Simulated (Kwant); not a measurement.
Device: π system c1ccc2[nH]ccc2c1 between two chain leads. The π system is taken as planar. Atoms are numbered from 0 in the order of the SMILES. Site energies (eV, carbon 0): [0.0, 0.0, 0.0, 0.0, -4.5, 0.0, 0.0, 0.0, 0.0]. Bonds (i, j, β in eV): (0,1,-3) (1,2,-3) (2,3,-3) (3,4,-2.4) (4,5,-2.4) (5,6,-3) (6,7,-3) (7,8,-3) (8,0,-3) (7,3,-3). Leads: chains of hopping −4.5 eV, joined by −1.5 eV to atoms 6 and 8.

Site energies and bond integrals are typed Hückel values.

Computed with Kwant: Hückel tight-binding model, one pz orbital an atom, one spin, coherent transport at 0 K. Conductance is in e²/h.

Sweep values stay those of the base run.

Base results: transmission at E = 0 0.0025.

Q: What follows from this one change: contacts moved from atoms [6, 8] to [5, 6]?

A: transmission at E = 0 0.0025 → 0.077.

Q: What follows from this one change: contacts moved from atoms [6, 8] to [1, 2]?

A: transmission at E = 0 0.0025 → 0.036.
